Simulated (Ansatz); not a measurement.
ZnF2 under a change: isotropic strain −0.60 %

The parent structure is ZnF$_{2}$ in the rutile structure (space group P4_2/mnm, No. 136; a = 4.717 Å, c = 3.129 Å).

The change: an isotropic linear strain of −0.60 %, atoms relaxed at fixed cell.

Method: plane-wave PAW DFT at the PBEsol level (Ansatz, a quantum-chemistry and plane-wave program, 420 eV), no SOC. Settings: 7×7×11 k-points, 0.05 eV Fermi–Dirac smearing.

The volume per atom drops by 0.208 Å³ to 11.40 Å³ and the space group stays P4_2/mnm (No. 136). The shortest interatomic distance decreases by 0.016 Å, from 2.027 Å to 2.011 Å and the energy goes up by 1.4 meV/atom. The pressure (mean of the normal stresses, compression positive) goes from zero to 2.13 GPa and the band gap grows by 0.014 eV to 3.47 eV. The gap character is still direct at Γ and the mean gap deformation potential ΔEg/Δln V amounts to -0.8 eV. The width of the top valence band rises by 0.05 eV to 1.26 eV and the electron mass stays 0.40 mₑ along c, 0.44 mₑ across (at Γ). The valence-band top at Γ (three highest levels, from the VBM) becomes 0.00, -0.34, -0.34 eV (base: 0.00, -0.30, -0.30 eV).

Final structure:

```yaml
crystal:
  lattice:
    - [4.68901, 0.00000, 0.00000]
    - [0.00000, 4.68901, 0.00000]
    - [0.00000, 0.00000, 3.10974]
  atoms:
    - { symbol: Zn, position: [0.00000, 0.00000, 0.00000] }
    - { symbol: Zn, position: [0.50000, 0.50000, 0.50000] }
    - { symbol: F, position: [0.30324, 0.30324, 0.00000] }
    - { symbol: F, position: [0.80324, 0.19676, 0.50000] }
    - { symbol: F, position: [0.19676, 0.80324, 0.50000] }
    - { symbol: F, position: [0.69676, 0.69676, 0.00000] }
```

Effective masses come from finite differences of ±0.01 Å⁻¹. No phonon test of stability was made.
